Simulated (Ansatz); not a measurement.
What biaxial strain −1.12 %, plane normal [001], relaxed out of plane does to ScAu

Consider ScAu in the CsCl type structure (space group Pm-3m, No. 221; a = 3.356 Å; relaxed with 0.1 eV smearing). Axes: x, y, z lie along the cube axes.

Modification: biaxial strain −1.12 %, plane normal [001], relaxed out of plane (Cartesian); in-plane vectors clamped, the third vector and the atoms free.

Level of theory: plane-wave PAW DFT at the PBEsol level (Ansatz, a quantum-chemistry and plane-wave program, 420 eV), without spin-orbit coupling. k-mesh 17×17×17 (Γ-centred); smearing 0.1 eV (Fermi–Dirac).

* **Volume per atom**: 18.78 Å³ (base 18.91 Å³)
* **Space group**: P4/mmm (No. 123) (base Pm-3m (No. 221))
* **Energy relative to the base (free energy F)**: +1.5 meV/atom
* **Pressure (mean of the normal stresses, compression positive)**: 0.8 GPa (base 0.0 GPa)
* **Band gap**: zero (base zero)
* **Out-of-plane strain**: +1.59 %
* **Ratio −ε⊥/ε∥**: 1.42

Cost of the whole job for the changed cell (relaxation, final SCF and bands): around 70 core-seconds (rough).

Stability against distortions was not tested. The final runs are not spin-polarised.
